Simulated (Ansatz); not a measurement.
Gap of wurtzite InAs, (0001) cell, strained to InAs +1.0% (InAs held in this type, which need not be the stable form; held in plane at the lattice of InAs strained by +1 %), on one geometry relaxed at PBE.

Methods: r2SCAN (plane waves to 500 eV, PAW; Ansatz, a first-principles code); HSE06 (plane waves to 420 eV, PAW; Ansatz). Geometries and values that name no level are of the first. No spin–orbit coupling. Its k-point mesh 9×9×5, Fermi–Dirac width 0.01 eV. HSE06 ran on meshes of its own (6×6×3); its edges and gaps are taken over the mesh and over extra points off it, mostly where PBE has its edges.

```json
[
 {"level": "r2SCAN", "gap (eV)": "…"},
 {"level": "HSE06", "gap (eV)": "0.11"}
]
```

Question: Some entries are withheld; supply them.

Answer: 
- r2SCAN, gap (eV): 0.00
